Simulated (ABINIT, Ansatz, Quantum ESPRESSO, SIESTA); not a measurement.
One structure in several programs: ZrB₂ (P6/mmm, 3 atoms in the cell)

Self-consistent single point.

```
ZrB2
1.0
    3.16752     0.00000     0.00000
   -1.58376     2.74315     0.00000
    0.00000     0.00000     3.55239
Zr B
1 2
Direct
  0.00000   0.00000   0.00000
  0.33333   0.66667   0.50000
  0.66667   0.33333   0.50000
```

Shared settings, as Ansatz (a first-principles code) writes them: kpoints.mp_grid.grid = 4 4 3; scf.occupations.method = fermi_dirac; scf.occupations.width = 0.136 eV. Potentials and cutoffs stand in the table.

```json
[
 {"code": "SIESTA", "model": "GGA PBE, numerical atomic orbitals DZP, PseudoDojo PBE standard norm-conserving potentials (rewritten from UPF to PSML)", "pressure (GPa)": "0.34", "cutoff": "grid 350 Ry"},
 {"code": "Quantum ESPRESSO", "model": "PBE, GBRV 1.5 ultrasoft (PBE) pseudopotentials", "pressure (GPa)": "-0.07", "cutoff": "40 Ry"},
 {"code": "Ansatz", "model": "PBE, default PAW files", "pressure (GPa)": "-0.05", "cutoff": "420 eV"},
 {"code": "ABINIT", "model": "PBE, norm-conserving pseudopotentials (PseudoDojo nc-sr-05 PBE standard)", "pressure (GPa)": "0.10", "cutoff": "76 Ry"}
]
```

The spread over the programs that give each value: pressure within 0.41 GPa.

SIESTA uses small atom-centred bases, whose incompleteness enters pressures, forces and empty levels differently from a plane-wave cutoff. Ansatz's pressure is given at a fixed set of plane waves, as the other plane-wave codes print theirs; with its correction for the finite basis it is 0.14 GPa.

On the base mesh (16 16 12) the same programs gave: Ansatz pressure -0.23 GPa; Quantum ESPRESSO pressure -0.25 GPa; ABINIT pressure -0.08 GPa; SIESTA pressure 0.07 GPa.

The starting cell comes from a database of computed structures (which also holds hypothetical and non-ambient phases and stackings), without a prior relaxation at this level.

Left out of this page: GPAW and FLEUR (not drawn, or without a comparable value).

Keys are those of Ansatz 0.2.
